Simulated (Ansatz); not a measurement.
# Point defect Rh vacancy + C interstitial in fcc Rh

These are PBE, PAW (plane waves to 420 eV; Ansatz, a first-principles code) values and carry that method's errors. Cell and caveats: 32-site cell; 6×6×6 shifted k-points; start: the Rh site; off centre in the vacancy; not converged in cell size; the relaxation kept the symmetry of the starting site; relaxed from one start, so a lower configuration may exist.

Neighbours after relaxation, in Å: of the emptied site: C 1.90; of the C atom: Rh 1.98, Rh 1.98, Rh 1.98, Rh 1.98, Rh 2.01.

Formation energies E_f are those of the neutral cell. Chemical conditions: host crystal and elements as references (Δμ(Rh) = 0.00 eV, Δμ(C) = 0.00 eV; C taken from its element, since no compound that bounds it was computed at this level; only phases computed here count, gases as isolated molecules at 0 K). Reference phases: C: graphite, Rh: fcc Rh.

```json
[
 {"charge": "0", "moment (μB)": "not spin-polarised", "point group": "C4v", "largest move off a lattice site (Å)": "0.08", "E_f, host crystal and elements as references (eV)": "2.36"}
]
```

Point groups are those of the whole cell at tolerances of 0.03 and 0.1 Å ("near" where only the looser one holds); none is given for unsettled states.
